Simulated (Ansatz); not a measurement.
Base system: LiNbO₃ (space group R3c, No. 161).

```
LiNbO3
1.0
    2.56874     1.48306     4.62825
   -2.56874     1.48306     4.62825
    0.00000    -2.96613     4.62825
Li Nb O
2 2 6
Direct
  0.70218   0.70218   0.70218
  0.20218   0.20218   0.20218
  0.98418   0.98418   0.98418
  0.48418   0.48418   0.48418
  0.62231   0.87636   0.26469
  0.87636   0.26469   0.62231
  0.26469   0.62231   0.87636
  0.76469   0.37636   0.12231
  0.37636   0.12231   0.76469
  0.12231   0.76469   0.37636
```

Cartesian axes are those of the cell as printed.

All numbers come from Ansatz (a first-principles code) r2SCAN, no spin-orbit coupling.

Before the change:

Pressure: 0.00 GPa

Perturbation: biaxial strain +2.91 %, plane normal [001], relaxed out of plane (Cartesian); in-plane vectors clamped, the third vector and the atoms free.

### Question
Predict the new out-of-plane strain.

### Answer
The out-of-plane strain comes out as -1.49 %.

### Question
Predict the new energy relative to the base.

### Answer
The energy grows by 12 meV/atom.

### Question
What happens to the pressure?

### Answer
The pressure (mean of the normal stresses, compression positive) goes from zero to -3.88 GPa.

No phonon test of stability was made.
